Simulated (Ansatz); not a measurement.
The starting structures come from a database of crystals and need not be the phases stable at ambient conditions.

Input:

```yaml
crystal:
  lattice:
    - [6.33619, 0.00000, 0.00000]
    - [0.00000, 7.39351, 0.12511]
    - [3.16810, -2.18406, 5.77221]
  atoms:
    - { symbol: Tl, position: [0.55563, 0.46922, 0.22081] }
    - { symbol: Tl, position: [0.44437, 0.53078, 0.77919] }
    - { symbol: Tl, position: [0.77644, 0.03078, 0.77919] }
    - { symbol: Tl, position: [0.22356, 0.96922, 0.22081] }
    - { symbol: Se, position: [0.13577, 0.25000, 0.00000] }
    - { symbol: Se, position: [0.86423, 0.75000, 0.00000] }
    - { symbol: Se, position: [0.34428, 0.93392, 0.62939] }
    - { symbol: Se, position: [0.65572, 0.06608, 0.37061] }
    - { symbol: Se, position: [0.97367, 0.56608, 0.37061] }
    - { symbol: Se, position: [0.02633, 0.43392, 0.62939] }
```

Space group of this cell: C2/c. The cell was relaxed by PBE-D3(BJ); by PBEsol its mean pressure is -1.0 GPa.

Transport runs along the normal of the first two printed cell vectors.

The gap is the functional's own, uncorrected, and κ follows it; spin-orbit coupling is left out. Mid-gap values are interpolated between the computed energies.

Give the band gap and the smallest decay constant κ at mid-gap that PBEsol in Ansatz (an electronic-structure program) yields.

Gap 0.56 eV on a 6×6×6 mesh; κ = 0.089 1/Å, at (0.000, 0.250) of the in-plane reciprocal vectors. At the zone centre, at the nearest computed energy, the slowest state has κ = 0.13 1/Å.
